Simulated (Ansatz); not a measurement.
An Ansatz (a first-principles code) run: InP with a change (biaxial strain +0.50 %, plane normal [001], relaxed out of plane); Kohn–Sham DFT with the LDA functional, run in Ansatz with PAW and 420 eV plane waves, no spin-orbit coupling.

Input:

Ansatz 0.2 input:
```yaml
crystal:
  lattice:
    - [4.140852451, 0, 0]
    - [0, 4.140852451, 0]
    - [2.0704262255, -2.0704262255, 2.9061739163]
  atoms:
    - { symbol: In, position: [0, 0, 0] }
    - { symbol: P, position: [0.75, 0.75, 0.5] }
basis: { ecutwfc: 420, ecutrho_ratio: 4, xc_grid: 2, fft_grid_basis: typed }
kpoints: { mp_grid: { grid: [10, 10, 10] } }
hamiltonian:
  xc: lda
  dispersion: none
  pseudopotentials: { kind: paw }
scf: { occupations: { method: fermi_dirac, width: 0.05 } }
relax: { f_tol: 0.005, max_steps: 50, cell: { stress_tol: 0.01, fix: [a, b, gamma] } }
output: { forces: true, stress: true }
checkpoint: { write: state.ck, write_every: 1000 }
```

Output (explanatory and most iteration lines left out):

```
Relaxation: its limit of steps is 50 (relax.max_steps)
Pseudopotential: In, paw, valence charge 13
Pseudopotential: P, paw, valence charge 5
Crystal: 2 atoms, lattice volume = 49.831 Å³
Basis set: ecut = 420 eV, 941 PW (Γ), exchange–correlation on 60×60×60 points (8 copies of the dense FFT grid, shifted against one another)
Bands: 13, of which v1, the nominal top of the filled ones, is band 9 counted from 1 (8 counted from 0)
Symmetry: 8 space group operations
Space group: I-4m2 (ITA 119), of the structure as read, at distance tolerance 3.7e-5 Å
k-points: 102 of 1000 (time reversal used)
Functional: x = slater, c = lda
SCF iter   1: F=—  HF=-6183.564609 eV  |F-HF|=—  |Δ(HF+E_count)|=         —  Δρ=8.21e-3  dr2=3.57e-2  ethr=1.77e-3  ⟨swp⟩=6.1  Hψ=8825  notcnv=0
SCF iter   2: F=—  HF=-6183.552423 eV  |F-HF|=—  |Δ(HF+E_count)|=   1.22e-2  Δρ=2.77e-3  dr2=2.17e-3  ethr=1.98e-4  ⟨swp⟩=3.0  Hψ=2923  notcnv=0
SCF 1 converged in 6 iterations: F = -6183.551787 eV  dr2 = 6.47e-9
relax step   1: F+E_penalty+E_count = -6183.55178684 eV  Δ(F+E_penalty+E_count) = +0.000e0 eV  max|allowed force component| = 2.776e-17 eV/Å  Δτ_max = 0.0000 Å  P = -0.526 GPa  Ω = 49.831 Å³  fix = [a, b, gamma]  reactions: a -0.635, b -0.635 GPa  (6 SCF iters, dr2 threshold 1.00e-7 eV, accepted)
Crystal: 2 atoms, lattice volume = 49.676 Å³
SCF iter   1: F=—  HF=-6183.551983 eV  |F-HF|=—  |Δ(HF+E_count)|=         —  Δρ=1.91e-4  dr2=2.96e-5  ethr=2.07e-7  ⟨swp⟩=3.1  Hψ=9646  notcnv=0
SCF iter   2: F=—  HF=-6183.551975 eV  |F-HF|=—  |Δ(HF+E_count)|=   8.52e-6  Δρ=7.55e-5  dr2=2.76e-6  ethr=1.64e-7  ⟨swp⟩=2.0  Hψ=1745  notcnv=0
SCF 2 converged in 4 iterations: F = -6183.551974 eV  dr2 = 1.22e-8
relax step   2: F+E_penalty+E_count = -6183.55197419 eV  Δ(F+E_penalty+E_count) = -1.874e-4 eV  max|allowed force component| = 2.602e-17 eV/Å  Δτ_max = 0.0000 Å  P = -0.310 GPa  Ω = 49.676 Å³  energy of the carried Pulay correction = +3.584e-5 eV  fix = [a, b, gamma]  reactions: a -0.463, b -0.463 GPa  (4 SCF iters, dr2 threshold 2.00e-7 eV, accepted)
Crystal: 2 atoms, lattice volume = 49.676 Å³
SCF iter   1: F=—  HF=-6183.551941 eV  |F-HF|=—  |Δ(HF+E_count)|=         —  Δρ=6.87e-6  dr2=1.08e-8  ethr=1.07e-6  ⟨swp⟩=3.2  Hψ=12351  notcnv=0
SCF iter   2: F=—  HF=-6183.551939 eV  |F-HF|=—  |Δ(HF+E_count)|=   1.54e-6  Δρ=4.33e-6  dr2=3.57e-9  ethr=5.98e-11  ⟨swp⟩=3.7  Hψ=3178  notcnv=0
SCF 3 converged in 6 iterations: F = -6183.551939 eV  dr2 = 4.67e-13
SCF converged after 6 iterations
Free energy (F): -6183.551939 eV
Internal energy: -6183.551927 eV  (E = F + TS)
E sigma→0 (E₀):  -6183.551933 eV
Entropy (-TS):   -0.000013 eV (-0.006 meV/atom)
Fermi energy:    7.228229 eV
--- Forces (eV/Å), atoms counted from 1 ---
  atom   1  In     0.00000000     0.00000000     0.00000000
  atom   2  P     -0.00000000     0.00000000     0.00000000
--- Stress (GPa, compression-positive) ---
       -0.463494       0.000000      -0.000000
        0.000000      -0.463494       0.000000
       -0.000000       0.000000      -0.004864
  P = ⅓ Tr σ = -0.3106 GPa (-3.106 kbar)
--- Relaxed structure (2 steps of the walk, 2 accepted, 1 SCFs on fresh bases) ---
  cell:  # Å, volume = 49.6756 Å³
    - [4.140852451, 0.0, 8.668751003767955e-34]
    - [0.0, 4.140852451, 0.0]
    - [2.0704262255, -2.0704262255, 2.8971026692564057]
  atoms:
    - { symbol: In, position: [9.302094035841008e-35, -2.0590230357872116e-84, -4.118046071574423e-84] }
    - { symbol: P, position: [0.75, 0.7499999999999999, 0.49999999999999994] }
```

Whether these cells are dynamically stable was not tested. The cell was made from InP in the zinc blende structure (space group F-43m, No. 216) by this change: biaxial strain +0.50 %, plane normal [001], relaxed out of plane.
